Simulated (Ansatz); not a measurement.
CsSnI3 (P4/mbm, No. 127, 10 atoms in the cell; start COD 4117958; high-temperature phase) was calculated with HSE06 (Ansatz, a first-principles code, PAW).

Run with plane-wave cutoff 460 eV, 4×4×4 k mesh, Fermi–Dirac smearing 0.01 eV, scalar-relativistic PAW data made under PBE.

Cell (measured lattice):

```cif
data_Cs2I6Sn2
_chemical_formula_sum 'Cs2 I6 Sn2'
_space_group_name_H-M_alt 'P 1'
_space_group_IT_number 1
_cell_length_a 8.71820
_cell_length_b 8.71820
_cell_length_c 6.19080
_cell_angle_alpha 90.000
_cell_angle_beta 90.000
_cell_angle_gamma 90.000
loop_
_space_group_symop_operation_xyz
  'x, y, z'
loop_
_atom_site_label
_atom_site_type_symbol
_atom_site_fract_x
_atom_site_fract_y
_atom_site_fract_z
_atom_site_occupancy
Cs1 Cs 0.00000 0.50000 0.00000 1
Cs2 Cs 0.50000 0.00000 0.00000 1
I1 I 0.27630 0.22370 0.50000 1
I2 I 0.72370 0.77630 0.50000 1
I3 I 0.22370 0.72370 0.50000 1
I4 I 0.77630 0.27630 0.50000 1
I5 I 0.50000 0.50000 0.00000 1
I6 I 0.00000 0.00000 0.00000 1
Sn1 Sn 0.50000 0.50000 0.50000 1
Sn2 Sn 0.00000 0.00000 0.50000 1
```

Question: What does this level give for the band gap and Γ–Γ gap?

Answer: 
- band gap: 0.64 eV (on the SCF k mesh)
- Γ–Γ gap: 2.05 eV

Note: held by symmetry at 0 K, a high-temperature phase can be a saddle point; cell and atoms aren't relaxed at this level (largest force component 0.03 eV/Å, pressure 0.6 GPa).

Spin–orbit coupling is not included; with these elements it can move the gap by several tenths of an eV or more.

The computed numbers hold no vibrational or temperature effects.
